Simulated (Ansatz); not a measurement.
The reference is GaN (space group P-6m2, No. 187; a = 2.9798 Å, c = 2.6845 Å; a hypothetical phase, not in the database extracts checked).

Method: Ansatz (an electronic-structure program), PBE, PAW, cutoff 420 eV, no spin-orbit coupling.

One change was made to it. Results:

| quantity | base | after |
|---|---|---|
| c/a ratio | 0.901 | 0.905 |
| shortest interatomic distance | 2.182 Å | 2.153 Å |
| density | 6.74 g/cm³ | 7.01 g/cm³ |

Question: Which change produced these results?
(A) pressure −2 GPa
(B) pressure 0.7 GPa
(C) pressure −1 GPa
(D) pressure 7.5 GPa
(E) pressure 1.5 GPa

Answer: D, pressure 7.5 GPa. For comparison, the shortest interatomic distance in the other runs: pressure −2 GPa gives 2.191 Å; pressure 1.5 GPa gives 2.176 Å; pressure −1 GPa gives 2.186 Å; pressure 0.7 GPa gives 2.179 Å.

Load acts through the strain it causes; cell and atoms are relaxed under it. Stability against distortions was not tested. Competing high-pressure phases were not computed. All final runs are without spin polarisation.
